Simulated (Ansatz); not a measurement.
The parent structure is B in the diamond structure (space group Fd-3m, No. 227; a = 4.0326 Å; a hypothetical phase, not in the database extracts checked; relaxed with 0.1 eV smearing). Axes: x, y, z lie along the cube axes.

All numbers come from PBEsol, PAW, 420 eV (Ansatz, an electronic-structure program; no spin-orbit coupling).

Strains are applied to the cell and any free atomic positions relax.

One change was made to it. Results:

The energy goes up by 5.3 meV/atom; the shortest interatomic distance increases by 0.026 Å, from 1.746 Å to 1.772 Å.

Problem. What was done to the base?
(A) isotropic strain +0.78 %
(B) strain tensor (xx, yy, zz, yz, xz, xy) = (−0.53, +1.03, +0.88, −0.13, +0.46, −0.02) %
(C) uniaxial strain ε_zz = +4.38 %

Solution. C, uniaxial strain ε_zz = +4.38 %. For comparison, the energy relative to the base in the other runs: strain tensor (xx, yy, zz, yz, xz, xy) = (−0.53, +1.03, +0.88, −0.13, +0.46, −0.02) % gives +0.4 meV/atom; isotropic strain +0.78 % gives +2.5 meV/atom.

Whether these cells are dynamically stable was not tested.
